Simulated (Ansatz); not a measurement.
Response to strain in SrTiO3

Start from SrTiO$_{3}$ in the cubic perovskite structure (space group Pm-3m, No. 221; a = 3.8911 Å).

Strains are applied to the cell and any free atomic positions relax.

All numbers come from PBEsol/PAW in Ansatz (a program for electronic structure), no spin-orbit coupling.

| isotropic strain (%) | pressure (GPa) |
|---|---|
| -3 | 20.7 |
| -2.4 | ? |
| -1.2 | 7.3 |
| -0.6 | 3.5 |
| 0 | 0.0 |

**Question.** Fit P = P₀ − Bδ + Cδ² with δ = (1 + ε)³ − 1 to the rows shown and predict the withheld row.

**Answer.** Least squares on the printed values gives P₀ = 0.0 GPa, B = 184 GPa, C = 611 GPa (largest residual 0.0 GPa); this predicts 15.9 GPa, and the run gives 15.9 GPa, in agreement.

Whether these cells are dynamically stable was not tested. The final runs are not spin-polarised. Many cubic perovskites are stable only at high temperature; tilts and polar distortions were not tested.
